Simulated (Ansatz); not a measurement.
Ta2N (space group P-31m, No. 162; a cell from a computed database, its experimental status unchecked)

```
Ta2N
1.0
    5.26456     0.00000     0.00000
   -2.63228     4.55925     0.00000
    0.00000     0.00000     4.91126
Ta N
6 3
Cartesian
  1.75544   3.04051   3.69709
  0.87684   1.51873   1.21417
  1.75368   0.00000   3.69709
  3.51088   0.00000   1.21417
 -0.87684   1.51873   3.69709
 -1.75544   3.04051   1.21417
  2.63228   1.51975   2.45563
  0.00000   3.03950   2.45563
  0.00000   0.00000   0.00000
```

Method: PBEsol in Ansatz (plane waves to 420 eV, PAW, no spin-orbit coupling). Settings: 10×10×10 k-points, 0.05 eV Fermi–Dirac smearing.

| Quantity | Value |
|---|---|
| Volume per atom | 13.10 Å³ |
| Density | 15.89 g/cm³ |
| Band gap | zero |
| Total energy | -6664.881 eV/atom (σ→0; compares only within this code and set-up) |

No phonon test of stability was made. All final runs are without spin polarisation. An odd electron count without spin: Ta2N.

Ansatz is a program for electronic structure.
